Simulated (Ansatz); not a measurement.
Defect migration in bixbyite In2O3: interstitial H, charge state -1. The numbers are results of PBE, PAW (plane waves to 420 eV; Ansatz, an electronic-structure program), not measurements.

80-site cell at the relaxed PBE lattice, one k-point at (0.250, 0.250, 0.250), smearing 0.01 eV, spin-restricted, no finite-size correction. Static, classical nuclei. The charge state is imposed; whether it is stable for some Fermi level was not computed. Sites that were not tried may lie lower.

Barriers: single points on a 2×2×2 k-point mesh shifted by half a step at the bands' geometries.

Relaxed starting cell (atoms counted from 1):

```
CELL_PARAMETERS angstrom
     10.28967     0.00000     0.00000
      0.00000    10.28967     0.00000
      0.00000     0.00000    10.28967
ATOMIC_POSITIONS crystal
  In 0.75007 0.24929 0.25120
  In 0.25224 0.25079 0.25065
  In 0.24890 0.74996 0.25069
  In 0.24990 0.25007 0.74958
  In 0.00197 0.25230 0.46841
  In 0.03407 0.49827 0.25017
  In 0.46619 0.49999 0.74943
  In 0.25244 0.03382 0.50152
  In 0.75018 0.46544 0.49990
  In 0.00752 0.74084 0.02913
  In 0.03291 0.99945 0.74826
  In 0.25021 0.46467 0.99874
  In 0.46638 0.99904 0.24895
  In 0.74635 0.04729 0.99484
  In 0.49806 0.25074 0.03355
  In 0.49851 0.75026 0.46611
  O  0.34440 0.61735 0.88879
  O  0.10963 0.34359 0.11814
  O  0.89162 0.14472 0.11852
  O  0.60701 0.15721 0.87884
  O  0.38967 0.34567 0.88163
  O  0.12236 0.11232 0.34852
  O  0.88236 0.38918 0.34529
  O  0.34564 0.38212 0.60968
  O  0.11011 0.15435 0.61835
  O  0.38205 0.38988 0.15374
  O  0.61027 0.34505 0.38176
  O  0.89035 0.34695 0.61784
  O  0.39205 0.15365 0.38164
  O  0.61786 0.11044 0.15333
  O  0.38175 0.60996 0.34509
  O  0.61876 0.88803 0.34367
  O  0.15510 0.38274 0.38977
  O  0.15450 0.88231 0.60901
  O  0.10844 0.88790 0.15180
  O  0.88368 0.60944 0.15383
  O  0.34519 0.11700 0.11000
  O  0.34532 0.88235 0.38912
  O  0.15372 0.11688 0.88908
  O  0.15713 0.61522 0.11070
  In 0.25062 0.75010 0.74823
  In 0.74883 0.74847 0.74582
  In 0.74996 0.25172 0.74731
  In 0.75003 0.74225 0.25580
  In 0.49724 0.74836 0.96631
  In 0.53305 0.99973 0.74873
  In 0.97396 0.00538 0.25688
  In 0.74937 0.53114 0.99920
  In 0.24894 0.96656 0.99890
  In 0.49989 0.25043 0.53320
  In 0.53266 0.49891 0.25012
  In 0.74882 0.96746 0.49811
  In 0.96714 0.50004 0.74917
  In 0.25025 0.53373 0.49999
  In 0.00041 0.75047 0.53146
  In 0.00129 0.24898 0.96608
  O  0.84770 0.11902 0.39121
  O  0.60932 0.84656 0.61712
  O  0.39025 0.65456 0.61744
  O  0.10958 0.65466 0.38121
  O  0.89095 0.84788 0.37341
  O  0.61741 0.61054 0.84544
  O  0.38335 0.88988 0.84546
  O  0.82645 0.86279 0.08288
  O  0.61053 0.65386 0.11782
  O  0.88182 0.88968 0.64989
  O  0.11086 0.84453 0.88042
  O  0.38579 0.84490 0.11718
  O  0.88881 0.65321 0.88065
  O  0.11784 0.61020 0.65327
  O  0.88172 0.11149 0.84310
  O  0.11769 0.38942 0.84527
  O  0.65720 0.88125 0.89257
  O  0.65494 0.38057 0.11043
  O  0.61792 0.39082 0.65375
  O  0.38230 0.11069 0.65462
  O  0.84632 0.61840 0.60730
  O  0.84608 0.38043 0.89064
  O  0.65243 0.61598 0.39233
  O  0.65417 0.11812 0.60909
  H  0.76695 0.82511 0.01657
```
Cell charge -1.

End state 1 differs by these moves (Å; atoms that move under 0.08 Å are left out):

| atom | element | Δx | Δy | Δz |
|---|---|---|---|---|
| 10 | In | 0.03 | -0.11 | -0.06 |
| 14 | In | -0.06 | -0.08 | -0.03 |
| 47 | In | 0.05 | 0.03 | 0.14 |
| 64 | O | 0.16 | 0.08 | -0.07 |
| 73 | O | -0.08 | 0.02 | -0.07 |
| 81 | H | 1.57 | 1.02 | 0.73 |

### Question
Give the forward and backward barriers to end state 1 at the level PBE, PAW.

### Answer
forward 0.70 eV, backward 0.079 eV; at the saddle point atom 81 has neighbours In at 2.18; O at 0.98, O at 2.01 Å. The saddle point's order was not checked.
